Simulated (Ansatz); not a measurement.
# Effect of C → Ge on WC

Consider WC (space group P-6m2, No. 187; a = 2.898 Å, c = 2.828 Å).

Now apply this change: Ge takes the place of C on all its sites, then cell and atoms are relaxed.

Level of theory: DFT with PBEsol, PAW potentials and a 420 eV plane-wave cutoff in Ansatz (an electronic-structure program), no SOC. Γ-centred 17×17×13 mesh, Fermi–Dirac width 0.05 eV, for the changed cell.

```csv
quantity,base,changed,shift
density,15.81 g/cm³,13.64 g/cm³,-2.164 g/cm³
lattice parameter a,2.898 Å,3.172 Å,+0.2735 Å
c/a ratio,0.976,1.129,+0.1538
space group,P-6m2 (No. 187),P-6m2 (No. 187),–
shortest interatomic distance,2.191 Å,2.562 Å,+0.371 Å
band gap,zero,zero,–
```

No phonon test of stability was made. As relaxed here, WGe is a hypothetical phase, not in the database extracts checked. All final runs are without spin polarisation.
